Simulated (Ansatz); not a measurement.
# Si, response to strain

The parent structure is Si in the diamond structure (space group Fd-3m, No. 227; a = 5.434 Å). Axes: x, y, z lie along the cube axes.

Strains are applied to the cell and any free atomic positions relax; under biaxial strain the out-of-plane vector relaxes too.

Levels (all Ansatz, an electronic-structure program, PAW): PBEsol (420 eV, spin-orbit coupling left out); r2SCAN (500 eV, without spin-orbit coupling); HSE06 (420 eV, no SOC).

Band gaps by level, all at the geometries relaxed with PBEsol:

| case | PBEsol | r2SCAN | HSE06 |
|---|---|---|---|
| base | 0.47 eV | 0.76 eV | 1.13 eV |
| biaxial strain −2.62 %, plane normal [001], relaxed out of plane | 0.15 eV | 0.43 eV | 0.80 eV |
| biaxial strain −1.29 %, plane normal [001], relaxed out of plane | 0.31 eV | 0.60 eV | 0.97 eV |
| biaxial strain +2.50 %, plane normal [110], relaxed out of plane | 0.28 eV | 0.55 eV | 0.93 eV |
| isotropic strain +1.76 % | 0.56 eV | 0.85 eV | 1.23 eV |
| uniaxial strain ε_yy = −0.77 % | 0.37 eV | 0.66 eV | 1.03 eV |

A biaxial case was relaxed in a doubled cell and then solved in the primitive one. Single points use the geometry relaxed with PBEsol. The hybrid gap comes from the SCF mesh plus the semilocal run's edge points and a few special points and is an upper bound. Stability against distortions was not tested. A zero or small gap of Si under biaxial strain −2.62 %, plane normal [001], relaxed out of plane and Si under biaxial strain +2.50 %, plane normal [110], relaxed out of plane can be the functional's error rather than a property of the material.
